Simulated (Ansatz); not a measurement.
BaTiO3 under a change: pressure −1 GPa

The reference is BaTiO3 in the cubic perovskite structure (space group Pm-3m, No. 221; a = 4.019 Å).

Modification: a negative pressure, −1 GPa.

Computed with Ansatz (a program for electronic structure), PBE, PAW, cutoff 420 eV, no spin-orbit coupling, earlier PAW set. Settings: 8×8×8 k-points, 0.05 eV Fermi–Dirac smearing.

```json
[
 {"quantity": "volume per atom", "base": "12.99 Å³", "changed": "13.07 Å³", "shift": "+0.08 Å³"},
 {"quantity": "density", "base": "5.96 g/cm³", "changed": "5.93 g/cm³", "shift": "-0.037 g/cm³"},
 {"quantity": "lattice parameter a", "base": "4.019 Å", "changed": "4.028 Å", "shift": "+0.0083 Å"},
 {"quantity": "shortest interatomic distance", "base": "2.010 Å", "changed": "2.014 Å", "shift": "+0.004 Å"},
 {"quantity": "enthalpy H = E + PV relative to the base's energy", "base": "–", "changed": "-0.08 eV/atom", "shift": "–"},
 {"quantity": "band gap", "base": "1.79 eV", "changed": "1.77 eV", "shift": "-0.014 eV"},
 {"quantity": "gap character", "base": "indirect, R → Γ", "changed": "indirect, R → Γ", "shift": "–"},
 {"quantity": "smallest direct gap", "base": "1.90 eV", "changed": "1.89 eV", "shift": "-0.01 eV"},
 {"quantity": "width of the top valence band", "base": "0.95 eV", "changed": "0.95 eV", "shift": "0.00 eV"}
]
```

Final structure:

```yaml
crystal:
  lattice:
    - [4.02781, 0.00000, 0.00000]
    - [0.00000, 4.02781, 0.00000]
    - [0.00000, 0.00000, 4.02781]
  atoms:
    - { symbol: Ba, position: [0.00000, 0.00000, 0.00000] }
    - { symbol: Ti, position: [0.50000, 0.50000, 0.50000] }
    - { symbol: O, position: [0.00000, 0.50000, 0.50000] }
    - { symbol: O, position: [0.50000, 0.50000, 0.00000] }
    - { symbol: O, position: [0.50000, 0.00000, 0.50000] }
```

Load acts through the strain it causes; cell and atoms are relaxed under it. Whether these cells are dynamically stable was not tested. The final runs are not spin-polarised. Many cubic perovskites are stable only at high temperature; tilts and polar distortions were not tested. This is not the structure that BaTiO3 has at room temperature and ambient pressure.
